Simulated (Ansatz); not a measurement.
Take TaN in the rock salt structure (space group Fm-3m, No. 225; relaxed with 0.1 eV smearing) as the base.

```
CELL_PARAMETERS angstrom
      0.00000     2.20825     2.20825
      2.20825     0.00000     2.20825
      2.20825     2.20825     0.00000
ATOMIC_POSITIONS crystal
  N  0.00000 0.00000 0.00000
  Ta 0.50000 0.50000 0.50000
```

Computed with Kohn–Sham DFT with the PBE functional, run in Ansatz (a first-principles code) with PAW and 420 eV plane waves, spin-orbit coupling left out, earlier PAW set.

Before the change:

- Pressure: 0.0 GPa

It is then changed as follows: every lattice vector is shortened by 1.62 %; the atoms relax in the strained cell.

Question: What does the calculation give for the energy relative to the base after the change?

Answer: The energy goes up by 28 meV/atom.

Question: What happens to the pressure?

Answer: The pressure goes from zero to 18.0 GPa.

Stability against distortions was not tested. All final runs are without spin polarisation. This is not the structure that TaN has at room temperature and ambient pressure.
